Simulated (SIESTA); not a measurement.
SIESTA run on CsCaH₃ (P4mm, 5 atoms in the cell): self-consistent single point.

Method: SIESTA with LDA PW92, numerical atomic orbitals DZP, PseudoDojo LDA standard norm-conserving potentials (rewritten from UPF to PSML).

```
CELL_PARAMETERS angstrom
      4.59808     0.00000     0.00000
      0.00000     4.59808     0.00000
      0.00000     0.00000     4.59808
ATOMIC_POSITIONS crystal
  Cs 0.00000 0.00000 0.01087
  Ca 0.50000 0.50000 0.50000
  H  0.50000 0.00000 0.50000
  H  0.00000 0.50000 0.50000
  H  0.50000 0.50000 0.00000
```

Reference input (self-consistent single point, DFT, LDA PW92, numerical atomic orbitals DZP, PseudoDojo LDA standard norm-conserving potentials (rewritten from UPF to PSML)): XC.functional = LDA; XC.authors = PW92; potentials = PseudoDojo LDA standard; PAO.BasisSize = DZP; PAO.EnergyShift = 0.01 Ry; MeshCutoff = 300 Ry; kgrid.MonkhorstPack = 6 6 6; OccupationFunction = FD; ElectronicTemperature = 10 K; MaxSCFIterations = 150; SCF.Mixer.Method = Pulay; SCF.Mixer.Weight = 0.2. This run's input differs from it in these lines:

```diff
@@ -30,2 +30,3 @@
 PAO.EnergyShift              0.01 Ry
+PAO.SplitNorm                0.3
 MeshCutoff                   300 Ry
```

Output (repeated stretches shortened):

```
        iscf     Eharris(eV)        E_KS(eV)     FreeEng(eV)     dDmax    Ef(eV) dHmax(eV)
   scf:    1    -1729.776624    -1735.087418    -1735.087418  1.724399 -7.648920  4.573230
   scf:    2    -1736.518747    -1735.830292    -1735.830292  0.083173 -3.622600  3.084494
   scf:    3    -1736.853056    -1736.455958    -1736.455958  0.196361 -4.975851  0.293992
   scf:    4    -1736.456759    -1736.456476    -1736.456476  0.009686 -5.139696  0.056717
   scf:    5    -1736.456756    -1736.456650    -1736.456650  0.004456 -5.140168  0.004922
   scf:    6    -1736.456655    -1736.456653    -1736.456653  0.001029 -5.142127  0.000858
   scf:    7    -1736.456653    -1736.456653    -1736.456653  0.000039 -5.142720  0.001075
   scf:    8    -1736.456653    -1736.456653    -1736.456653  0.000071 -5.142094  0.000246
SCF Convergence by DM+H criterion
max |DM_out - DM_in|         :     0.0000706352
max |H_out - H_in|      (eV) :     0.0002455230
SCF cycle converged after 8 iterations

Using DM_out to compute the final energy and forces

siesta: E_KS(eV) =            -1736.4567

siesta: E_KS - E_eggbox =     -1736.4567

siesta: Atomic forces (eV/Ang):
     1    0.000000   -0.000000   -0.099339
     2   -0.000000   -0.000000    0.064634
     3   -0.000000    0.000000    0.007220
     4    0.000000   -0.000000    0.007220
     5   -0.000000   -0.000000    0.020737
   Tot   -0.000000   -0.000000    0.000473
   Max    0.099339
   Res    0.031177    sqrt( Sum f_i^2 / 3N )
   Max    0.099339    constrained

Stress tensor Voigt[x,y,z,yz,xz,xy] (kbar):       -0.22       -0.22       -0.20        0.00        0.00        0.00
   [... lines left out ...]
siesta: FreeEng =     -1736.456653
   [... lines left out ...]
siesta:    -0.000139    0.000000    0.000000
siesta:     0.000000   -0.000139    0.000000
siesta:     0.000000    0.000000   -0.000127

siesta: Cell volume =         97.214423 Ang**3

siesta: Pressure (static):
siesta:                Solid            Molecule  Units
siesta:           0.00000147         -0.00000511  Ry/Bohr**3
siesta:           0.00013517         -0.00046889  eV/Ang**3
siesta:           0.21657360         -0.75125045  kBar
```

The run converged in 8 iterations. Against the reference run the free energy goes up by 8.5 meV/atom, the pressure goes from 0.20 to 0.02 GPa, the largest force hardly changes (0.102 to 0.099 eV/Å) and the gap on the mesh goes from 4.100 to 3.907 eV.

The starting cell comes from a database of computed structures (which also holds hypothetical and non-ambient phases and stackings), without a prior relaxation at this level. Its lattice was rescaled by up to half a per cent. One atom was moved a little off its site on purpose. Values carry the incompleteness of an atom-centred basis. The basis of the alkali or alkaline-earth atoms may lack their empty d shell, which can raise the gap.
